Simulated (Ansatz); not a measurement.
Input and output of a self-consistent single point for Zr (Im-3m, 1 atom in the cell) (Ansatz, a program for electronic structure).

Level of theory: LDA (PW92), harder PAW files (source: ansatz) made with PBE (plane waves; Ansatz).

The change in words: lattice scaled by 0.98; basis.ecutwfc: 420 eV → 840 eV; hamiltonian.pseudopotentials: {kind: paw} (the program's default PAW files) → {kind: paw, source: ansatz}. Reference geometry:
```
CELL_PARAMETERS angstrom
     -1.79980     1.79980     1.79980
      1.79980    -1.79980     1.79980
      1.79980     1.79980    -1.79980
ATOMIC_POSITIONS crystal
  Zr 0.00000 0.00000 0.00000
```

Reference input (self-consistent single point, DFT, LDA (PW92), plane waves, default PAW files made with PBE): basis.ecutwfc = 420 eV; kpoints.mp_grid.grid = 13 13 13; hamiltonian.xc = lda; hamiltonian.pseudopotentials = {kind: paw} (the program's default PAW files); scf.occupations.method = fermi_dirac; scf.occupations.width = 0.1 eV. This run's input differs from it in these lines:

Ansatz 0.2 input:
```diff
@@ -2,5 +2,5 @@
   lattice:
-    - [-1.799799, 1.799799, 1.799799]
-    - [1.799799, -1.799799, 1.799799]
-    - [1.799799, 1.799799, -1.799799]
+    - [-1.763803, 1.763803, 1.763803]
+    - [1.763803, -1.763803, 1.763803]
+    - [1.763803, 1.763803, -1.763803]
   atoms:
@@ -8,3 +8,3 @@
 basis:
-  ecutwfc: 420.0
+  ecutwfc: 840.0
 kpoints:
@@ -13,3 +13,3 @@
   xc: lda
-  pseudopotentials: { kind: paw }
+  pseudopotentials: { kind: paw, source: ansatz }
 scf:
```

The program printed (abridged):

```
SCF iter   1: F=—  HF=-4078.108679 eV  |F-HF|=—  |Δ(HF+E_count)|=         —  Δρ=2.34e-2  dr2=1.59e-1  ethr=3.10e-3  ⟨swp⟩=5.0  Hψ=4792  notcnv=0
all-band conjugate gradients solve this SCF's bands
preconditioner: auto → none
SCF iter   2: F=—  HF=-4078.043874 eV  |F-HF|=—  |Δ(HF+E_count)|=   6.48e-2  Δρ=6.32e-3  dr2=4.77e-3  ethr=1.33e-3  ⟨swp⟩=3.0  Hψ=2214  notcnv=0
SCF iter   3: F=—  HF=-4078.043242 eV  |F-HF|=—  |Δ(HF+E_count)|=   6.32e-4  Δρ=2.59e-3  dr2=5.36e-4  ethr=3.97e-5  ⟨swp⟩=1.9  Hψ=967  notcnv=0
SCF iter   4: F=—  HF=-4078.043288 eV  |F-HF|=—  |Δ(HF+E_count)|=   4.59e-5  Δρ=1.18e-4  dr2=1.05e-6  ethr=4.47e-6  ⟨swp⟩=1.0  Hψ=840  notcnv=0
SCF iter   5: F=—  HF=-4078.043292 eV  |F-HF|=—  |Δ(HF+E_count)|=   3.73e-6  Δρ=9.94e-6  dr2=1.12e-8  ethr=8.33e-10  ⟨swp⟩=6.6  Hψ=4317  notcnv=0
SCF iter   6: F=-4078.043292 eV  HF=-4078.043292 eV  |F-HF|=2.91e-11  |Δ(HF+E_count)|=   1.18e-9  Δρ=7.34e-7  dr2=7.15e-11  ethr=9.33e-11  ⟨swp⟩=1.2  Hψ=2553  notcnv=0
SCF 1 converged in 6 iterations: F = -4078.043292 eV  dr2 = 7.15e-11
Free energy (F): -4078.043292 eV
Internal energy: -4077.987006 eV  (E = F + TS)
E sigma→0 (E₀):  -4078.015149 eV
Entropy (-TS):   -0.056286 eV (-56.286 meV/atom)
Fermi energy:    14.283061 eV
--- Forces (eV/Å), atoms counted from 1 ---
  atom   1  Zr     0.00000000    -0.00000000     0.00000000
--- Stress (GPa, compression-positive) ---
       -3.306157       0.000000       0.000000
        0.000000      -3.306157      -0.000000
       -0.000000      -0.000000      -3.306157
  P = ⅓ Tr σ = -3.3062 GPa (-33.062 kbar)
  The stress holds the Pulay correction. Without it, at fixed plane waves, as pw.x and ABINIT print it: P = -3.3254 GPa
```

The run converged in 6 iterations. Against the reference run the pressure goes from -8.15 to -3.31 GPa.

The starting cell comes from a database of computed structures (which also holds hypothetical and non-ambient phases and stackings), without a prior relaxation at this level. Its lattice was rescaled by up to half a per cent. For this run, on top of that: lattice scaled by 0.98. Ansatz's pressure includes its estimate of the finite-basis (Pulay) stress.
